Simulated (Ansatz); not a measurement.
For Zn (model structure, started from the diamond type, Fd-3m, No. 227, 2 atoms in the cell), PBEsol (Ansatz, a first-principles code, PAW) gives:

- lattice parameter a: 5.656 Å
- bulk modulus: 35.9 GPa
- cohesive energy: 0.97 eV/atom

Q: What does r²SCAN in Ansatz (plane waves, PAW) give for the same quantities?

A: 
- lattice constant a: 5.688 Å (rises by 0.6 %)
- bulk modulus: 34.7 GPa (falls by 3.3 %)
- cohesive energy: 0.90 eV/atom (decreases by 0.07 eV/atom)

Changes are worked out from the printed values.

Unless a cell is named, each level is at its own relaxed cell (PBEsol 22.61, r²SCAN 23.01 Å³/atom).

Caveats: the bulk modulus is −V dP/dV from two relaxed cells at ±2 % in volume (PBEsol, r²SCAN). Ansatz's density-functional and Hartree–Fock values are scalar-relativistic unless marked +SOC, with PAW data made under PBE.

A model structure was made by putting elements into a prototype or built by hand; it is no filed structure, need not be a known phase, and can be a saddle point held by its symmetry.
